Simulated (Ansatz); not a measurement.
Phonon-limited electron mobility of C (Fd-3m) in cm²/(V·s), r2SCAN, finite-displacement electron-phonon coupling, linearised Boltzmann equation run with Ansatz (a quantum-chemistry and plane-wave program). Geometry: relaxed with this functional, without spin-orbit coupling.

```csv
Condition,μ
150 K,…
200 K,3600
250 K,2500
300 K,1730
350 K,1250
400 K,917
500 K,…
600 K,327
```

Problem. What belongs in the gaps?

Solution. 
- 150 K, μ: 5800
- 500 K, μ: 526

Problem. What exponent p of μ ∝ T^−p fits 200 to 400 K (along x)?

Solution. p ≈ 2.0; acoustic deformation-potential scattering alone gives 1.5.

Scattering by harmonic phonons alone: no impurities, screening or carrier-carrier scattering, bands fixed at 0 K. From a coarser fine mesh the values given move by up to 7 %. The mesh was bound by memory.
